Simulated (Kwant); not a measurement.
Model system: GaAs/Al0.3Ga0.7As stack with 1 barrier. One parabolic valley. Leads of mass 0.067 mₑ with the band edge at 0; grid 0.1 nm; bias 0 V, dropping linearly over the stack.

```json
[
 {"layer": "1", "thickness (nm)": "1.9", "band offset (eV)": "0.24", "mass (mₑ)": "0.092"}
]
```

The device is made up for the run: typed textbook-type constants, with dimensions and the other settings drawn at random.

Model: one-band effective-mass tight-binding model in one dimension, coherent, no space charge (Kwant).

Sweep values stay those of the base run.

Base results: transmission at E = 0.3600 eV 0.70; mean transmission over the sweep 0.46; transmission at E = 0.08749 eV 0.33; transmission at E = 0.2692 eV 0.61.

Question: What follows from this one change: thickness of the first barrier 1.9 → 1.5 nm?

Answer: transmission at E = 0.3600 eV 0.70 → 0.76; mean transmission over the sweep 0.46 → 0.57; transmission at E = 0.08749 eV 0.33 → 0.48; transmission at E = 0.2692 eV 0.61 → 0.71.

Question: What follows from this one change: mass in the first barrier 0.092 → 0.074 mₑ?

Answer: transmission at E = 0.3600 eV 0.70 → 0.80; mean transmission over the sweep 0.46 → 0.54; transmission at E = 0.08749 eV 0.33 → 0.39; transmission at E = 0.2692 eV 0.61 → 0.72.
